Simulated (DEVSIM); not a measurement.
abrupt Ge p-n junction

System: abrupt Ge p-n junction, at 250 K.

```csv
layer (left to right),material,thickness (μm),Nd (cm⁻³),Na (cm⁻³),τn (s),τp (s)
1,Ge,27.0,-,1.6e16,2.5e-7,2.5e-7
2,Ge,1.40,1e16,-,2.5e-7,2.5e-7
```

Left contact: ohmic. Right contact: ohmic. Voltage is applied to the left contact. Recombination: SRH at mid-gap, Auger. Mobility is μmin + (μ − μmin)/(1 + (N/Nref)^α).

The device is made up for the run: typed textbook-type constants, with dimensions and the other settings drawn at random. Values at 300 K; Nc and Nv go as T^1.5, mobilities as T to minus their exponent, the gap by Varshni's rule with the affinity fixed.

```csv
parameter,Ge
gap (eV),0.664
affinity (eV),4
permittivity,16
Nc (cm⁻³),1.04e19
Nv (cm⁻³),6e18
μn (cm²/Vs),3900
μp (cm²/Vs),1900
"μn,min",150
"μp,min",100
"Nref,n",2.6e17
"Nref,p",4e17
αn,0.56
αp,0.6
T exponent of μn,1.66
T exponent of μp,2.33
Cn (cm⁶/s),1e-31
Cp (cm⁶/s),1e-31
Varshni α (eV/K),0.000477
Varshni β (K),235
```

DEVSIM, 1D drift-diffusion, Boltzmann statistics, complete ionisation; no tunnelling, impact ionisation, image-force lowering or self-heating.

```yaml
potential_step_across_the_device_at_zero_bias: 0.417 V
largest_field_in_the_device_at_zero_bias: 23000 V/cm
Dark forward voltage at 1 A/cm²: 0.265 V
Dark forward voltage at 100 A/cm²: 0.402 V
```

Dark reverse current:

| V (V) | J (A/cm²) |
|---|---|
| -0.20 | -7.6e-6 |
| -0.50 | -1.0e-5 |
| -1.00 | -1.4e-5 |
| -1.50 | -1.7e-5 |
| -2.00 | -2.0e-5 |
| -3.00 | -2.4e-5 |
| -4.00 | -2.9e-5 |
| -5.00 | -3.3e-5 |

Dark forward current:

```json
[
 {"V (V)": "0.05", "J (A/cm²)": "4.7e-5"},
 {"V (V)": "0.10", "J (A/cm²)": "0.00051"},
 {"V (V)": "0.15", "J (A/cm²)": "0.0051"},
 {"V (V)": "0.20", "J (A/cm²)": "0.051"},
 {"V (V)": "0.25", "J (A/cm²)": "0.50"},
 {"V (V)": "0.30", "J (A/cm²)": "4.7"},
 {"V (V)": "0.35", "J (A/cm²)": "30"},
 {"V (V)": "0.40", "J (A/cm²)": "97"},
 {"V (V)": "0.45", "J (A/cm²)": "210"},
 {"V (V)": "0.50", "J (A/cm²)": "360"},
 {"V (V)": "0.55", "J (A/cm²)": "560"},
 {"V (V)": "0.60", "J (A/cm²)": "820"},
 {"V (V)": "0.65", "J (A/cm²)": "1100"},
 {"V (V)": "0.70", "J (A/cm²)": "1500"},
 {"V (V)": "0.75", "J (A/cm²)": "1900"},
 {"V (V)": "0.80", "J (A/cm²)": "2400"}
]
```
